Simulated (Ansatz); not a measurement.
Take CaSe in the rock salt structure (space group Fm-3m, No. 225; a = 5.869 Å) as the base. Axes: x, y, z lie along the cube axes.

Now apply this change: biaxial strain −2.50 %, plane normal [111], relaxed out of plane (Cartesian); in-plane vectors clamped, the third vector and the atoms free.

Method: PBEsol/PAW in Ansatz (a program for electronic structure), no SOC.

Problem. Give the band edges at the high-symmetry points of the new zone, measured from its valence-band maximum.

Solution. 
```json
[
 {"point": "Γ", "valence edge (eV)": "0.00", "conduction edge (eV)": "3.12"},
 {"point": "T", "valence edge (eV)": "-1.25", "conduction edge (eV)": "4.54"},
 {"point": "H₂", "valence edge (eV)": "-1.92", "conduction edge (eV)": "4.25"},
 {"point": "H₀", "valence edge (eV)": "-1.92", "conduction edge (eV)": "4.25"},
 {"point": "L", "valence edge (eV)": "-1.36", "conduction edge (eV)": "4.32"},
 {"point": "S₀", "valence edge (eV)": "-1.43", "conduction edge (eV)": "3.15"},
 {"point": "S₂", "valence edge (eV)": "-1.43", "conduction edge (eV)": "3.15"},
 {"point": "F", "valence edge (eV)": "-0.97", "conduction edge (eV)": "1.69"}
]
```

The gap is 1.69 eV, indirect, Γ → F.

Stability against distortions was not tested. k-point labels follow each cell's own Brillouin zone.
